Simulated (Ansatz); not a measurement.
## The (20-21) surface of hcp Mg in its 1x1 cell, outermost plane spacing 0.22 Å in the ideal cut

The numbers are results of PBE (plane waves to 420 eV, PAW; Ansatz, a first-principles code), not measurements.

Model: 16-atom slab, 9.6 Å thick at the start (thin: gaps and levels are the slab's own), 12x4x1 mesh, Fermi-Dirac 0.1 eV, dipole correction, all atoms relaxed; held to the part of the start's symmetry that mesh and held atoms allow; no spin, no spin-orbit, no U.

| Item | Result |
|---|---|
| surface energy (mean of both faces) | 0.64 J/m^2 |
| surface energy before relaxation | 0.65 J/m² |
| work function of the top face | 3.63 eV |
| energy released by relaxation | 0.049 eV |
| cost | about 6 core-minutes (a rough figure) |
